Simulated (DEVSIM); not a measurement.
System: abrupt Si p-n junction, at 300 K.

```csv
layer (left to right),material,thickness (μm),Nd (cm⁻³),Na (cm⁻³),τn (s),τp (s)
1,Si,1.90,-,2.9e17,0.00065,0.00065
2,Si,190,8.4e17,-,0.00065,0.00065
```

Left contact: ohmic. Right contact: ohmic. Voltage is applied to the left contact. Recombination: SRH at mid-gap, Auger. Mobility is μmin + (μ − μmin)/(1 + (N/Nref)^α).

This is a model device: material constants are rounded textbook-type values typed into the input, and sizes, dopings and lifetimes were drawn at random. Values at 300 K; Nc and Nv go as T^1.5, mobilities as T to minus their exponent, the gap by Varshni's rule with the affinity fixed.

| parameter | Si |
|---|---|
| gap (eV) | 1.124 |
| affinity (eV) | 4.05 |
| permittivity | 11.7 |
| Nc (cm⁻³) | 2.86e19 |
| Nv (cm⁻³) | 3.1e19 |
| μn (cm²/Vs) | 1417 |
| μp (cm²/Vs) | 470 |
| μn,min | 52 |
| μp,min | 45 |
| Nref,n | 9.7e16 |
| Nref,p | 2.2e17 |
| αn | 0.68 |
| αp | 0.72 |
| T exponent of μn | 2.3 |
| T exponent of μp | 2.2 |
| Cn (cm⁶/s) | 2.8e-31 |
| Cp (cm⁶/s) | 9.9e-32 |
| Varshni α (eV/K) | 0.000473 |
| Varshni β (K) | 636 |

Simulated with DEVSIM: 1D drift-diffusion, Boltzmann statistics, complete ionisation; no tunnelling, impact ionisation, image-force lowering or self-heating.

The temperature was swept, all else fixed.

```csv
temperature (K),largest field in the device at zero bias (V/cm),dark forward voltage at 100 A/cm² (V),dark forward voltage at 1 A/cm² (V),potential step across the device at zero bias (V)
250,250000,…,…,0.971
300,240000,0.843,0.677,0.912
350,230000,0.783,0.580,0.849
400,220000,0.720,0.481,0.784
450,210000,0.655,0.380,0.716
500,190000,0.589,0.276,0.646
```

**Question.** Some entries are withheld; supply them.

**Answer.** 
- 250, dark forward voltage at 100 A/cm² (V): 0.902
- 250, dark forward voltage at 1 A/cm² (V): 0.771
